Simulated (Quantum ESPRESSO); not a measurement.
Quantum ESPRESSO is run on RbBr₃ (I4/mmm, 4 atoms in the cell), and the run fails. The aim is a self-consistent single point with DFT, PBEsol, plane waves, PseudoDojo standard norm-conserving (PBESOL) pseudopotentials.

Cell that was meant: a = 7.3368 Å, b = 7.3368 Å, c = 7.3368 Å, α = 52.78°, β = 36.64°, γ = 36.64°.

Part of the input:

```fortran
&CONTROL
   calculation = 'SCF-run',
   outdir = './out',
   pseudo_dir = './',
   tprnfor = .true.,
```

Output (repeated stretches shortened):

```
     This program is part of the open-source Quantum ESPRESSO suite
     for quantum simulation of materials; please cite

 %%%%%%%%%%%%%%%%%%%%%%%%%%%%%%%%%%%%%%%%%%%%%%%%%%%%%%%%%%%%%%%%%%%%%%%%%%%%%%
     Error in routine  control_checkin (1):
      calculation "SCF-run" not allowed
 %%%%%%%%%%%%%%%%%%%%%%%%%%%%%%%%%%%%%%%%%%%%%%%%%%%%%%%%%%%%%%%%%%%%%%%%%%%%%%

     stopping ...
```

Question: Read the log: what does the program object to, and what is the fix?

Answer: The fault is a value that the program does not know. The key takes a closed list of words, and names differ between codes. To fix it, use one of the words that the key accepts. The program stopped before any SCF iteration.

The sound input it was made from differs as follows (other fixes are possible):
```diff
-   calculation = 'SCF-run',
+   calculation = 'scf',
```

With that input, the run converged in 16 iterations: free energy E − TS -2021.2247 eV; Fermi level (on the code's own zero) 1.77 eV; pressure -1.93 GPa (DFT, PBEsol, plane waves, PseudoDojo standard norm-conserving (PBESOL) pseudopotentials).

On the sound input: the starting cell comes from a database of computed structures (which also holds hypothetical and non-ambient phases and stackings), without a prior relaxation at this level. Its lattice was rescaled by a random factor within 2.5 % of one. The run gives no clean gap (levels at the Fermi energy touch, overlap or are partly filled at this smearing), which alone does not show that the compound is a metal.
